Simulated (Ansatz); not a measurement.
The reference is ZnGeP2 in the chalcopyrite structure (space group I-42d, No. 122; a = 5.4242 Å, c = 10.7095 Å). Axes: x, y, z lie along a, b, c of the conventional cell.

Calculations: PBEsol (Ansatz, an electronic-structure program; PAW; 420 eV plane waves; spin-orbit coupling left out).

Before the change:

- Valence-band top at Γ = 0.00, -0.07, -0.07 eV
- Gap character = indirect, Γ → M–S (33 % along)

Now apply this change: uniaxial stress, 2 GPa tension along z, with the cell and atoms free to relax against it.

Question: What happens to the valence-band top at Γ, energy relative to the base, gap character and strain response?

Answer: The valence-band top at Γ (three highest levels, from the VBM) changes from 0.00, -0.07, -0.07 eV to 0.00, 0.00, -0.08 eV; the energy grows by 2.5 meV/atom; the gap character remains indirect, Γ → M–S (33 % along); the strain response (xx, yy, zz) amounts to (−0.64, −0.64, +2.10) %.

Stability under load was not tested beyond the relaxation.
